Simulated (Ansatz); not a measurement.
Where the default PAW files enter, the runs use the earlier of Ansatz's two default sets.

Tunnelling through a barrier is set by its complex band structure: the current falls as exp(−2κd) with the smallest κ.

Given:

```
CdSe
1.0
    4.34609     0.00000     0.00000
   -2.17305     3.76382     0.00000
    0.00000     0.00000     7.08984
Cd Se
2 2
Cartesian
  2.17304   1.25461   3.54457
  0.00000   2.50921   7.08949
  2.17304   1.25461   6.21006
  0.00000   2.50921   2.66514
```

Space group of this cell: P6_3mc, wurtzite. The cell is taken as given; by LDA its mean pressure is -3.3 GPa.

Transport runs along the normal of the first two printed cell vectors, the (001) plane of the conventional cell.

The gap is the functional's own. No spin-orbit coupling. Mid-gap values are interpolated on the energy grid.

Task: Give the band gap and the smallest decay constant κ at mid-gap that LDA (Ansatz, a quantum-chemistry and plane-wave program) yields.

Result: Gap 0.33 eV on a 12×12×4 mesh; κ = 0.029 1/Å, at the zone centre.
